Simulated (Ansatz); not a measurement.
Si: response to strain

The parent structure is Si in the diamond structure (space group Fd-3m, No. 227).

```xyz
2
Lattice="0.0000 2.7222 2.7222 2.7222 0.0000 2.7222 2.7222 2.7222 0.0000" Properties=species:S:1:pos:R:3 pbc="T T T"
Si     0.0000     0.0000     0.0000
Si     1.3611     1.3611     1.3611
```

Cartesian axes are those of the cell as printed.

Strains are applied to the cell and any free atomic positions relax; under biaxial strain the out-of-plane vector relaxes too.

Calculations: r2SCAN, PAW, 500 eV (Ansatz, a program for electronic structure; no SOC).

Base values:

```
Quantity    Value
--------  -------
Band gap  0.78 eV
```

Q: The aim is a band gap between 0.36 eV and 0.44 eV. Which of these changes reaches it?
A) biaxial strain −1.00 %, plane normal [001], relaxed out of plane
B) biaxial strain −3.00 %, plane normal [001], relaxed out of plane
C) biaxial strain −2.00 %, plane normal [001], relaxed out of plane
D) biaxial strain −0.50 %, plane normal [001], relaxed out of plane
E) biaxial strain −1.50 %, plane normal [001], relaxed out of plane

A: B, biaxial strain −3.00 %, plane normal [001], relaxed out of plane. It gives 0.40 eV; biaxial strain −0.50 %, plane normal [001], relaxed out of plane gives 0.72 eV; biaxial strain −1.50 %, plane normal [001], relaxed out of plane gives 0.59 eV; biaxial strain −2.00 %, plane normal [001], relaxed out of plane gives 0.53 eV; biaxial strain −1.00 %, plane normal [001], relaxed out of plane gives 0.65 eV. Changes not listed may reach it too

Gaps are Kohn–Sham eigenvalue differences; semilocal functionals usually give less than the measured gap. No phonon test of stability was made.
